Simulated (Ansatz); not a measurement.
## BN (model structure, started from the MgO type, Pm-3n, No. 223, 12 atoms in the cell)

Calculation: LDA (Ansatz, a quantum-chemistry and plane-wave program, plane waves, PAW).

Numerical settings: plane-wave cutoff 520 eV, 8×8×8 k mesh, Fermi–Dirac smearing 0.01 eV, scalar-relativistic PAW data made under PBE.

Cell (relaxed at this level):

Space group Pm-3n (No. 223); a = b = c = 4.3880 Å, α = β = γ = 90.00°

| atom | site | symmetry | x | y | z |
|---|---|---|---|---|---|
| B | 6c | -4m.2 | 0.0000 | 0.5000 | 0.2500 |
| N | 6d | -4m.2 | 0.0000 | 0.2500 | 0.5000 |

| Item | Result |
|---|---|
| band gap | 4.30 eV (indirect) |
| smallest direct gap on the k points sampled | 4.73 eV |
| direct gap at Γ | 5.91 eV |

Note: the relaxation could raise the start's symmetry but not lower it, so the cell can be a saddle point.

The computed numbers hold no vibrational or temperature effects.

A model structure was made by putting elements into a prototype or built by hand; it is no filed structure, need not be a known phase, and can be a saddle point held by its symmetry.
